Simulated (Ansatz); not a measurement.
Y2SiO5 (C2/c, No. 15, 32 atoms in the cell; start mp-3520) was calculated with HSE06 (plane waves, PAW; Ansatz, a quantum-chemistry and plane-wave program).

The input as run:

Ansatz 0.2 input:
```yaml
crystal:
  lattice:
    - [7.2027724038, -3.3541141655, 0.0060526481]
    - [7.2027724038, 3.3541141655, 0.0060526481]
    - [-5.532447413, 0.0, 8.7628241124]
  atoms:
    - { symbol: Y, position: [0.2918974846, 0.779981334, 0.9641480193] }
    - { symbol: Y, position: [0.7081025154, 0.220018666, 0.0358519807] }
    - { symbol: Y, position: [0.220018666, 0.7081025154, 0.5358519807] }
    - { symbol: Y, position: [0.779981334, 0.2918974846, 0.4641480193] }
    - { symbol: Y, position: [0.4838541145, 0.2344343026, 0.6652246652] }
    - { symbol: Y, position: [0.5161458855, 0.7655656974, 0.3347753348] }
    - { symbol: Y, position: [0.7655656974, 0.5161458855, 0.8347753348] }
    - { symbol: Y, position: [0.2344343026, 0.4838541145, 0.1652246652] }
    - { symbol: Si, position: [0.9087977598, 0.7274851664, 0.6921243075] }
    - { symbol: Si, position: [0.0912022402, 0.2725148336, 0.3078756925] }
    - { symbol: Si, position: [0.2725148336, 0.0912022402, 0.8078756925] }
    - { symbol: Si, position: [0.7274851664, 0.9087977598, 0.1921243075] }
    - { symbol: O, position: [0.6133371731, 0.4222307476, 0.8975718943] }
    - { symbol: O, position: [0.3866628269, 0.5777692524, 0.1024281057] }
    - { symbol: O, position: [0.5777692524, 0.3866628269, 0.6024281057] }
    - { symbol: O, position: [0.4222307476, 0.6133371731, 0.3975718943] }
    - { symbol: O, position: [0.7305465173, 0.8678038474, 0.5608468342] }
    - { symbol: O, position: [0.2694534827, 0.1321961526, 0.4391531658] }
    - { symbol: O, position: [0.1321961526, 0.2694534827, 0.9391531658] }
    - { symbol: O, position: [0.8678038474, 0.7305465173, 0.0608468342] }
    - { symbol: O, position: [0.849673563, 0.5551216187, 0.6744192059] }
    - { symbol: O, position: [0.150326437, 0.4448783813, 0.3255807941] }
    - { symbol: O, position: [0.4448783813, 0.150326437, 0.8255807941] }
    - { symbol: O, position: [0.5551216187, 0.849673563, 0.1744192059] }
    - { symbol: O, position: [0.593178165, 0.170087122, 0.1802160804] }
    - { symbol: O, position: [0.406821835, 0.829912878, 0.8197839196] }
    - { symbol: O, position: [0.829912878, 0.406821835, 0.3197839196] }
    - { symbol: O, position: [0.170087122, 0.593178165, 0.6802160804] }
    - { symbol: O, position: [0.909870022, 0.9118117466, 0.3594306695] }
    - { symbol: O, position: [0.090129978, 0.0881882534, 0.6405693305] }
    - { symbol: O, position: [0.0881882534, 0.090129978, 0.1405693305] }
    - { symbol: O, position: [0.9118117466, 0.909870022, 0.8594306695] }
basis:
  ecutwfc: 460
  ecutrho_ratio: 4
  xc_grid: 2
kpoints:
  mp_grid: { grid: [4, 4, 2] }
hamiltonian:
  xc: hse06
  dispersion: none
  pseudopotentials: { kind: paw }
scf:
  occupations: { method: fermi_dirac, width: 0.01 }
  convergence: { dr2_threshold: 0.0000000032 }
output:
  forces: true
  stress: true
  eigenvalues: true
```

Question: How many irreducible k-points, plane waves at Γ does the program set up, and what pressure does the run end with?

Answer: 14 irreducible k-points, 9483 plane waves at Γ; P = 0.45 GPa, so the cell is compressed on average and its volume would grow at this level.

The run printed, among other lines:

```
WARN output.stress: scf.convergence.dr2_threshold = 3.2e-9 eV is looser than the 1.6e-9 eV advised for a printed stress (1e-10 eV for each atom of the cell …
WARN output.stress: scf.exx.energy_threshold = 1e-6 eV is looser than the 1.6e-7 eV advised for a stress under a hybrid functional (1e-8 eV for each atom of …
Crystal: 32 atoms, lattice volume = 423.625 Å³
Basis set: ecut = 460 eV, 9483 PW (Γ), exchange–correlation on 120×120×150 points (8 copies of the dense FFT grid, shifted against one another)
Bands: 144, of which v1, the nominal top of the filled ones, is band 112 counted from 1 (111 counted from 0)
Symmetry: 4 space group operations
Space group: C2/c (ITA 15), of the structure as read, at distance tolerance 7.5e-5 Å
k-points: 14 of 32
SCF iter   1: F=—  HF=-44739.526325 eV  |F-HF|=—  |Δ(HF+E_count)|=         —  Δρ=2.40e-3  dr2=1.55e-2
SCF iter   2: F=—  HF=-44739.536816 eV  |F-HF|=—  |Δ(HF+E_count)|=   1.05e-2  Δρ=1.73e-3  dr2=8.63e-3
  ...
Crystal: 32 atoms, lattice volume = 423.625 Å³
Initial density: handed on by an earlier stage of this run
  ...
  atom   8  Y      0.02613372    -0.01089979    -0.00515482
  atom   9  Si     0.02757057    -0.00730311     0.02938634
  atom  10  Si    -0.02757057     0.00730311    -0.02938634
  atom  11  Si    -0.02757057    -0.00730311    -0.02938634
  atom  12  Si     0.02757057     0.00730311     0.02938634
  atom  13  O      0.01358156    -0.02564355    -0.00445888
  atom  14  O     -0.01358156     0.02564355     0.00445888
  atom  15  O     -0.01358156    -0.02564355     0.00445888
  atom  16  O      0.01358156     0.02564355    -0.00445888
  atom  17  O     -0.11738008    -0.30419445     0.34912205
  atom  18  O      0.11738008     0.30419445    -0.34912205
  atom  19  O      0.11738008    -0.30419445    -0.34912205
  atom  20  O     -0.11738008     0.30419445     0.34912205
  atom  21  O      0.49509542     0.12997510     0.06120894
  atom  22  O     -0.49509542    -0.12997510    -0.06120894
  atom  23  O     -0.49509542     0.12997510    -0.06120894
  atom  24  O      0.49509542    -0.12997510     0.06120894
  atom  25  O     -0.26899200    -0.38714099     0.01881794
  atom  26  O      0.26899200     0.38714099    -0.01881794
  atom  27  O      0.26899200    -0.38714099    -0.01881794
  atom  28  O     -0.26899200     0.38714099     0.01881794
  atom  29  O     -0.11464211     0.19518123    -0.45211231
  atom  30  O      0.11464211    -0.19518123     0.45211231
  atom  31  O      0.11464211     0.19518123     0.45211231
  atom  32  O     -0.11464211    -0.19518123    -0.45211231
--- Stress (GPa, compression-positive) ---
        0.186267       0.000000      -0.047597
        0.000000       0.596312       0.000000
       -0.047597       0.000000       0.567774
  P = ⅓ Tr σ = 0.4501 GPa (4.501 kbar)
```

The PAW data were made under PBE.

Note: cell and atoms aren't relaxed at this level (largest force component 0.50 eV/Å, pressure 0.5 GPa).

A start named mp-… is a Materials Project structure, which need not be a measured phase.
